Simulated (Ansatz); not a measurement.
AlB2-type ZrB2, relaxed in Ansatz (plane waves) with several semilocal functionals. Each gives its own volume and its own elastic constant C11:

```csv
level,V0 (Å³/atom),elastic constant C11 (GPa),ln V0,ln C11
PBEsol,10.075,586.8,2.3101,6.3747
r²SCAN+rVV10,10.243,584.0,2.3266,6.3699
PBE,10.282,562.5,2.3304,6.3324
r²SCAN,10.284,578.4,2.3306,6.3603
RPBE,10.438,545.8,2.3455,6.3023
BLYP,10.580,514.2,2.3590,6.2426
```

Question: Fit a straight line to ln C11 against ln V0. What does it predict for revPBE, whose volume is 10.399 Å³/atom?

Answer: With x = ln V0 and y = ln C11: means 2.33370 and 6.33037; Σ(Δx Δy) = -0.003978, Σ(Δx²) = 0.001407, so the slope is -2.83. At x = 2.3417 the line gives y = 6.33037 + (-2.83) × (2.3417 − 2.33370) = 6.3077, or 548.8 GPa. The run with revPBE gives 549.8 GPa, +0.2 % from the line. The rows used scatter about it by up to 2.2 %, while the largest value lies 14 % above the smallest.

Measured: 568 GPa (measured, room temperature, no zero-point or thermal correction; as tabulated in Zhang et al. (2020), arXiv:1911.03307).

Ansatz's density-functional and Hartree–Fock values are scalar-relativistic unless marked +SOC, with PAW data made under PBE.

Ansatz is an electronic-structure program.
